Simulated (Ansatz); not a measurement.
Take TlBiS2 (space group R-3m, No. 166; a = 4.085 Å, c = 21.696 Å (hexagonal axes)) as the base. Axes: x lies along a and z along c of the hexagonal cell.

Method: PBEsol (Ansatz, a first-principles code, PAW, spin-orbit coupling left out).

For the base:

```
Property                                      Result
-----------------------------  ---------------------
Band gap                                     0.15 eV
Gap character                            direct at Γ
Valence-band top at Γ          0.00, -1.78, -1.78 eV
Shortest interatomic distance                2.830 Å
```

One thing is altered: uniaxial strain ε_xx = +3.00 %, all other strain components held at zero, atoms relaxed at fixed cell.

Task: Predict the new band gap.

Result: The band gap increases by 0.033 eV, from 0.15 eV to 0.19 eV.

Task: Estimate the effect on the gap character.

Result: The gap character remains direct at Γ.

Task: Predict the new valence-band top at Γ.

Result: The valence-band top at Γ (three highest levels, from the VBM) becomes 0.00, -1.60, -1.69 eV (base: 0.00, -1.78, -1.78 eV).

Task: How does this affect the stress?

Result: The stress (xx, yy, zz, yz, xz, xy; compression positive) comes out as (-2.43, -0.74, -0.91, -0.40, 0.00, 0.00) GPa.

Task: What does the calculation give for the shortest interatomic distance after the change?

Result: The shortest interatomic distance grows by 0.003 Å to 2.833 Å.

Spin-orbit coupling, missing from the scalar runs, can matter with Bi and Tl. Stability against distortions was not tested. The zero or small gap of TlBiS2 can change with the level of theory. Labels are those of the standard path for the cell's own space group.
